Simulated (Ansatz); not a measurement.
# BN: axis ratio against pressure

BN (layered hexagonal, P6_3/mmc, 8.997 Å³/atom at rest, c along z) under hydrostatic pressure, with the cell free. PBE-D3(BJ) in Ansatz, a plane-wave DFT program (PAW, default set), 420 eV, 15×15×5 Γ-centred mesh, Fermi-Dirac smearing 0.05 eV; ions are relaxed within the symmetry of each cell.

Here P stands for pressure and y for c/a.

```csv
pressure (GPa),c/a
-1.0,2.757
0.0,2.639
0.3,2.614
0.7,2.585
1.5,?
```

Fit y of the 4 rows that show it with a straight line. Means: P 0, y 2.6487. About the means, the sum of products is -0.16330 and the sum of squares of P is 1.5800; the slope is their ratio. Least squares gives y = 2.6487 - 0.10335·P. Residuals (row less fit): 0.0050, -0.0097, -0.0037, 0.0086; standard error 0.0102 (degrees of freedom: 2).

Problem. Estimate the missing y (P = 1.5); what did the run itself give?

Solution. y = 2.6487 - 0.10335 × 1.5 = 2.4937. The calculation gives 2.537, 0.0433 above the prediction (19.7 % of the range of y in the table). The row lies outside the fitted rows, so this is an extrapolation. From the scatter of the fitted rows alone, a prediction at this place has a standard error of 0.0166, so the miss is 2.6 times that.

One order more, fitted to all 5 runs of the series, follows each within 0.002, so the miss is the next term of a smooth law. Other structures, which can take over under pressure, weren't tried. Rows are the converged runs of the series near zero and its far end; series whose fitted rows scatter by over a few per cent of the range, as at a crossing or softening among them, aren't shown in this form. Most that stay on the fit to the last digits aren't either.
